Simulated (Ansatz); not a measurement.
Take NiO in the rock salt structure (space group Fm-3m, No. 225; a = 4.1906 Å; ferromagnetic) as the base.

Level of theory: r2SCAN/PAW in Ansatz (an electronic-structure program), without spin-orbit coupling, earlier PAW set.

For the base:

| Property | Result |
|---|---|
| Width of the top valence band | 2.76 eV |
| Band gap | 0.85 eV |
| Magnetic state | ferromagnetic |

One thing is altered: every lattice vector is stretched by 2.41 %, atoms relaxed at fixed cell.

### Question
What happens to the width of the top valence band?

### Answer
The width of the top valence band falls by 0.41 eV (2.76 eV → 2.35 eV).

### Question
How does this affect the band gap?

### Answer
The band gap increases by 0.22 eV (0.85 eV → 1.07 eV).

### Question
What happens to the magnetic state?

### Answer
The magnetic state remains ferromagnetic.

### Question
What does the calculation give for the energy relative to the base after the change?

### Answer
The energy increases by 30 meV/atom.

The cells carry an imposed strain or load. Stability against distortions was not tested. No Hubbard U is applied and the magnetic state is the run's own (NiO ferromagnetic); small cells can't hold the antiferromagnetic order that many such compounds have, so gaps and moments can be off. Where the two band edges lie in opposite spin channels, the gap is a spin-flip gap. In its common phase, real NiO is an antiferromagnetic insulator at low temperature.
